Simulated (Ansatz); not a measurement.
Adsorption energy and surface dipole of Cl on the 1x1 (110) surface of bcc W, one in a 1x1 cell, started at the site 'hollow W-W-W', worked from the runs' numbers; total energies count from the potentials' own zero.

These are PBE (plane waves to 420 eV, PAW; Ansatz, an electronic-structure program) values and carry that method's errors.

Slab: 5 atoms, 6.6 Å thick at the start under the adsorbate (thin: gaps and levels are the slab's own); k 12x12x1, smearing 0.1 eV, dipole-corrected; 2 atoms held, the rest relaxed; held to the start's symmetry, so lower structures may exist; no spin, no spin-orbit, no U, no dispersion correction. At the end it is bonded to 3 W. In PBE this state lies 0.03 eV over the lowest of the starts that converged ('bridge W-W (span 2.8 Å)').

```
quantity                                                            value
----------------------------------------------------------  -------------
slab with the adsorbate                                     -42617.104 eV
clean slab, same cell and mesh                              -41536.375 eV
reference, ½ Cl2(g)                                          -1079.444 eV
area of the cell                                                  7.17 Å²
change of the step from the bottom to the top vacuum level      -0.775 eV
```

Q: What is the adsorption energy against this reference?

A: E(slab + adsorbate) − E(slab) − E(reference) = -1.29 eV, so in this state the adsorbate is more stable than in the reference, at a coverage of 13.95 a nm².

Q: What dipole does adsorption add to the slab along the outward normal (Helmholtz relation, ε₀ = 0.005526 e/(V·Å))?

A: p = −ε₀·A·ΔV = 0.031 e·Å = 0.15 D; its positive end points to the vacuum, which lowers the vacuum level.
